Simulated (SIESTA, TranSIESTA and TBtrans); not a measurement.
Run with TranSIESTA and TBtrans (open boundaries, self-consistent; PseudoDojo norm-conserving potentials, scalar-relativistic): Spin polarized, PAO.BasisSize DZP, PAO.EnergyShift 0.15 eV, XC.Authors PBE, Mesh.Cutoff 200 Ry, ElectronicTemperature 300 K, TS.Voltage 0.0 eV, TBT.Elecs.Eta 0.001 eV.

Junction: Fe chain with a Fe atom beside one bond. Leads: straight Fe chain, spacing 2.25 Å. Geometry: as built, not relaxed.

Task: Predict: conductance at 300 K (G0 = 2e²/h); thermopower (μV/K); mean T from −0.5 to 0.5 eV; spin polarisation of the conductance, (up − down)/(up + down).

Result: conductance at 300 K (G0 = 2e²/h): 1.60; thermopower (μV/K): -10; mean T from −0.5 to 0.5 eV: 1.43; spin polarisation of the conductance, (up − down)/(up + down): -0.50. The magnetic order of the leads was set by the start, and no other order was tried; the separate lead runs end at 3.39 (left) and 3.39 (right) μB an atom. The straight chain is held at its spacing; free chains may zigzag or dimerise.
